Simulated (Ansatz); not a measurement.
**A computed series for ZrSe2: response to strain**

The parent structure is ZrSe$_{2}$ in the CdI2 type structure (space group P-3m1, No. 164; layered, stacked along the Cartesian z axis).

```cif
data_Se2Zr
_chemical_formula_sum 'Zr1 Se2'
_space_group_name_H-M_alt 'P-3m1'
_space_group_IT_number 164
_space_group_name_Hall '-P 3 2"'
_cell_length_a 3.73508
_cell_length_b 3.73508
_cell_length_c 6.03154
_cell_angle_alpha 90.000
_cell_angle_beta 90.000
_cell_angle_gamma 120.000
loop_
_atom_site_label
_atom_site_type_symbol
_atom_site_symmetry_multiplicity
_atom_site_Wyckoff_symbol
_atom_site_fract_x
_atom_site_fract_y
_atom_site_fract_z
_atom_site_occupancy
Zr1 Zr 1 a 0.00000 0.00000 0.00000 1
Se1 Se 2 d 0.33333 0.66667 0.26507 1
```

Strains are applied to the cell and any free atomic positions relax.

Level of theory: Kohn–Sham DFT with the PBE-D3(BJ) functional, run in Ansatz (a program for electronic structure) with PAW and 420 eV plane waves, spin-orbit coupling left out.

Candidates:
(a) isotropic strain −2.50 %
(b) isotropic strain +0.50 %
(c) isotropic strain +1.50 %
(d) isotropic strain +1.00 %

Notes on the quantities. energy relative to the base: free energy F.

Question: Order them by energy relative to the base, highest first.

Answer: (a) isotropic strain −2.50 % (+18 meV/atom), (c) isotropic strain +1.50 % (+5.7 meV/atom), (d) isotropic strain +1.00 % (+2.6 meV/atom), (b) isotropic strain +0.50 % (+0.6 meV/atom)

No phonon test of stability was made. The final runs are not spin-polarised.
